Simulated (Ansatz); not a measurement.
Start from AlN (space group P4_2/mnm, No. 136; a = 5.294 Å, c = 3.109 Å; a hypothetical phase, not in the database extracts checked). Axes: x, y, z lie along a, b, c of the conventional cell.

Calculations: PBEsol/PAW in Ansatz (a first-principles code), spin-orbit coupling left out.

Strains are applied to the cell and any free atomic positions relax.

One change was made to it. Results:

| quantity | base | after |
|---|---|---|
| electron mass | 0.34 mₑ along c, 0.32 mₑ across (at Γ) | 0.34 mₑ along x, 0.35 mₑ along y, 0.37 mₑ along z (at Γ) |
| pressure (mean of the normal stresses, compression positive) | 0.00 GPa | 8.98 GPa |
| band gap | 3.75 eV | 3.96 eV |

Q: Which of these changes matches the shifts?
(A) uniaxial strain ε_yy = −4.86 %
(B) strain tensor (xx, yy, zz, yz, xz, xy) = (−0.19, +0.30, −0.30, −0.03, −0.01, −0.91) %
(C) isotropic strain −0.93 %

A: A, uniaxial strain ε_yy = −4.86 %. For comparison, the electron mass in the other runs: strain tensor (xx, yy, zz, yz, xz, xy) = (−0.19, +0.30, −0.30, −0.03, −0.01, −0.91) % gives 0.35 mₑ along z, 0.32 mₑ across (at Γ); isotropic strain −0.93 % gives 0.37 mₑ along c, 0.34 mₑ across (at Γ).

Effective masses come from finite differences of ±0.01 Å⁻¹. Semilocal Kohn–Sham gaps tend to fall short of experiment. Stability against distortions was not tested.
